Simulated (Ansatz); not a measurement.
**metastable rock-salt TaN: the defect Ta interstitial**

Computed with PBE, PAW (plane waves to 420 eV; Ansatz, an electronic-structure program). Cell and caveats: 64-site cell; 4×4×4 shifted k-points; start: void with 4N4Ta nearest; no spin–orbit coupling; energies good to tenths of an eV; the relaxation kept the symmetry of the starting site; relaxed from one start, so a lower configuration may exist.

Neighbours after relaxation, in Å: of the Ta atom: N 2.00, N 2.00, N 2.00, N 2.00.

The name describes the start; the neighbours show where the added atom ended.

```csv
charge,moment (μB),point group,largest move off a lattice site (Å)
0,not spin-polarised,Td,0.55
```

Point groups are those of the whole cell at tolerances of 0.03 and 0.1 Å ("near" where only the looser one holds); none is given for unsettled states.
